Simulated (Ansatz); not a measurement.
The starting structures come from a database of crystals and need not be the phases stable at ambient conditions.

Tunnelling through a barrier is set by its complex band structure: the current falls as exp(−2κd) with the smallest κ.

Given:

```xyz
6
Lattice="3.2409 0.0000 0.0000 0.0000 4.8666 0.0000 0.0000 0.0000 4.7880" Properties=species:S:1:pos:R:3 pbc="T T T"
Sn     1.6204     2.4333     2.3940
Sn     0.0000     0.0000     0.0000
O      0.0000     1.5624     1.3974
O      0.0000     3.3042     3.3906
O      1.6204     0.8709     3.7914
O      1.6204     3.9957     0.9966
```

The cell is taken as given; by r2SCAN it stands under a pressure of -8.2 GPa.

Transport runs along the normal of the first two printed cell vectors.

No gap correction and no spin-orbit coupling; mid-gap is the computed energy nearest the middle.

Task: State the band gap and the smallest decay constant κ at mid-gap according to r2SCAN (Ansatz, a first-principles code).

Result: Gap 1.40 eV on a 10×6×6 mesh; κ = 0.170 1/Å, at the zone centre.
